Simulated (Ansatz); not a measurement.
# How far PBE and PBEsol part for hypothetical diamond Zn, isotropic strain −1.94 %

Base system: Zn in the diamond structure (space group Fd-3m, No. 227; a = 5.827 Å; a hypothetical phase, not in the database extracts checked; relaxed with 0.1 eV smearing).

(Cell as relaxed with PBE.)

Levels (all Ansatz, a quantum-chemistry and plane-wave program, PAW): PBE (420 eV, no spin-orbit coupling); PBEsol (420 eV, no spin-orbit coupling).

Each level relaxes its own structure.

```
base                      PBE    PBEsol
-------------------  --------  --------
volume per atom      24.73 Å³  22.64 Å³
lattice parameter a   5.827 Å   5.658 Å
band gap                 zero      zero
```

Perturbation: every lattice vector is shortened by 1.94 %; the atoms relax in the strained cell.

```csv
quantity,PBE,PBEsol
energy relative to the base (free energy F),+7.3 meV/atom,…
pressure,1.8 GPa,…
band gap,zero,…
```

Q: What does PBEsol give?

A: 
- energy relative to the base (free energy F), PBEsol: +9.2 meV/atom
- pressure, PBEsol: 2.4 GPa
- band gap, PBEsol: zero

PBE's energy relative to the base lies 1.9 meV/atom below PBEsol's; PBE's pressure lies 0.6 GPa below PBEsol's; the two agree on the band gap. Neither level is exact; PBEsol is the comparison here, not a measurement.

No phonon test of stability was made.
